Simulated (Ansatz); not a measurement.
Worked example: self-consistent single point of NiAl (P4mm, 2 atoms in the cell) in Ansatz (a first-principles code).

Method of the run: LDA (PW92), PAW files made with PBE (plane waves; Ansatz).

```
CELL_PARAMETERS angstrom
      2.88133     0.00000     0.00000
      0.00000     2.88133     0.00000
      0.00000     0.00000     2.88133
ATOMIC_POSITIONS crystal
  Al 0.50000 0.50000 0.51735
  Ni 0.00000 0.00000 0.00000
```

Reference input (self-consistent single point, DFT, LDA (PW92), plane waves, PAW files made with PBE): basis.ecutwfc = 30.9 Ry; kpoints.mp_grid.grid = 11 11 11; hamiltonian.xc = lda; hamiltonian.pseudopotentials = {kind: paw} (the program's default PAW files); scf.occupations.method = fermi_dirac; scf.occupations.width = 0.0073 Ry. This run's input differs from it in these lines:

Ansatz 0.2 input:
```diff
@@ -9,3 +9,3 @@
 basis:
-  ecutwfc: 30.9 Ry
+  ecutwfc: 15.4 Ry
 kpoints:
```

Output, abridged:

```
SCF iter   1: F=—  HF=-6276.765451 eV  |F-HF|=—  |Δ(HF+E_count)|=         —  Δρ=7.80e-2  dr2=7.08e-1  ethr=3.10e-3  ⟨swp⟩=4.0  Hψ=8304  notcnv=0
all-band conjugate gradients solve this SCF's bands
preconditioner: auto → none
SCF iter   2: F=—  HF=-6276.092483 eV  |F-HF|=—  |Δ(HF+E_count)|=   6.73e-1  Δρ=1.28e-1  dr2=3.67e0  ethr=3.10e-3  ⟨swp⟩=2.0  Hψ=4782  notcnv=0  defer=6
   [... lines left out ...]
SCF iter   4: F=—  HF=-6275.413711 eV  |F-HF|=—  |Δ(HF+E_count)|=   4.89e-3  Δρ=3.19e-3  dr2=1.78e-3  ethr=1.71e-4  ⟨swp⟩=1.0  Hψ=2865  notcnv=0  defer=6
SCF iter   5: F=—  HF=-6275.413468 eV  |F-HF|=—  |Δ(HF+E_count)|=   2.44e-4  Δρ=3.84e-4  dr2=3.83e-5  ethr=8.47e-6  ⟨swp⟩=2.3  Hψ=2541  notcnv=0  defer=6
SCF iter   6: F=—  HF=-6275.413459 eV  |F-HF|=—  |Δ(HF+E_count)|=   8.43e-6  Δρ=1.49e-4  dr2=3.98e-6  ethr=1.83e-7  ⟨swp⟩=2.5  Hψ=2669  notcnv=0  defer=6
SCF iter   7: F=-6275.413459 eV  HF=-6275.413459 eV  |F-HF|=7.40e-8  |Δ(HF+E_count)|=   5.05e-7  Δρ=2.25e-5  dr2=9.19e-8  ethr=4.76e-10  ⟨swp⟩=3.1  Hψ=6631  notcnv=0
SCF 1 converged in 7 iterations: F = -6275.413459 eV  dr2 = 9.19e-8
Free energy (F): -6275.413459 eV
Internal energy: -6275.387748 eV  (E = F + TS)
E sigma→0 (E₀):  -6275.400603 eV
Entropy (-TS):   -0.025711 eV (-12.855 meV/atom)
Fermi energy:    13.425531 eV
--- Forces (eV/Å), atoms counted from 1 ---
  atom   1  Al     0.00000000     0.00000000    -0.29358130
  atom   2  Ni    -0.00000000     0.00000000     0.29343408
--- Stress (GPa, compression-positive) ---
       -0.923724       0.000000       0.000000
        0.000000      -0.923724       0.000000
        0.000000       0.000000      -0.934258
  P = ⅓ Tr σ = -0.9272 GPa (-9.272 kbar)
  The stress holds the Pulay correction. Without it, at fixed plane waves, as pw.x and ABINIT print it: P = -398.5229 GPa
```

The run converged in 7 iterations. Against the reference run the free energy goes up by 6.12 eV/atom, the pressure goes from -8.24 to -0.93 GPa and the largest force goes from 0.259 to 0.294 eV/Å.

The starting cell has typed, rounded lattice constants, without a prior relaxation at this level. Its lattice was rescaled by up to half a per cent. One atom was moved a little off its site on purpose. Spin polarisation is off. Ansatz's pressure includes its estimate of the finite-basis (Pulay) stress. Without the estimate this run gives -398.52 GPa. The cutoff lies below the one recommended for these files.
